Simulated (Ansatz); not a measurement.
For HgSe (model structure, started from the NiAs type, P6₃/mmc, No. 194, 4 atoms in the cell), PBEsol (Ansatz, an electronic-structure program, PAW) gives:

| Quantity | Value |
|---|---|
| equilibrium lattice constant a | 3.968 Å |
| lattice parameter c | 6.832 Å |

Task: What does PBE-D3(BJ) (Ansatz, plane waves, PAW) give for the same quantities?

Result: 
- lattice constant a: 3.985 Å (increases by 0.4 %)
- lattice parameter c: 6.903 Å (goes up by 1.0 %)

Changes are worked out from the printed values.

Unless a cell is named, each level is at its own relaxed cell (PBEsol 23.29, PBE-D3(BJ) 23.74 Å³/atom).

Levels without +SOC leave out spin–orbit coupling, which shifts energies and cells of such heavy elements.

Ansatz's density-functional and Hartree–Fock values are scalar-relativistic unless marked +SOC, with PAW data made under PBE.

A model structure was made by putting elements into a prototype or built by hand; it is no filed structure, need not be a known phase, and can be a saddle point held by its symmetry.
